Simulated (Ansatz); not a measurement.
The parent structure is MgO in the rock salt structure (space group Fm-3m, No. 225; a = 4.1592 Å). Axes: x, y, z lie along the cube axes.

Computed with LDA (Ansatz, a program for electronic structure), no SOC.

Base values:

```
Quantity                             Value
---------------------  -------------------
Pressure                         -0.01 GPa
Valence-band top at Γ  0.00, 0.00, 0.00 eV
```

Now apply this change: biaxial strain −1.50 %, plane normal [001], relaxed out of plane (Cartesian); in-plane vectors clamped, the third vector and the atoms free.

### Question
Predict the new energy relative to the base, pressure and valence-band top at Γ.

### Answer
The energy grows by 4.9 meV/atom; the pressure (mean of the normal stresses, compression positive) grows by 4.03 GPa, from -0.01 GPa to 4.02 GPa; the valence-band top at Γ (three highest levels, from the VBM) goes from 0.00, 0.00, 0.00 eV to 0.00, -0.05, -0.05 eV.

The levels and masses belong to the bands next to the band gap. Stability against distortions was not tested.
